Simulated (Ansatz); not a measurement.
Base system: Sn in the diamond structure (space group Fd-3m, No. 227; relaxed with 0.1 eV smearing).

```yaml
crystal:
  lattice:
    - [0.00000, 3.27046, 3.27046]
    - [3.27046, 0.00000, 3.27046]
    - [3.27046, 3.27046, 0.00000]
  atoms:
    - { symbol: Sn, position: [0.25000, 0.25000, 0.25000] }
    - { symbol: Sn, position: [0.00000, 0.00000, 0.00000] }
```

Cartesian axes are those of the cell as printed.

Level of theory: plane-wave PAW DFT at the PBEsol level (Ansatz, a first-principles code, 420 eV), spin-orbit coupling left out.

One thing is altered: the cell is stretched by 1.18 % along y with no lateral relaxation; the atoms relax in the strained cell.

Predict the stress tensor and what it implies for the stiffness.

Stress of the strained cell less that of the base (GPa, compression positive):
```
   -0.4     0.0     0.0
    0.0    -0.7     0.0
    0.0     0.0    -0.4
```

Then −Δσ_ii/ε with ε = 0.0118 gives relaxed-ion elastic constants: C22 ≈ 61 GPa, C12 ≈ 30 GPa and C23 ≈ 30 GPa.

No phonon test of stability was made.
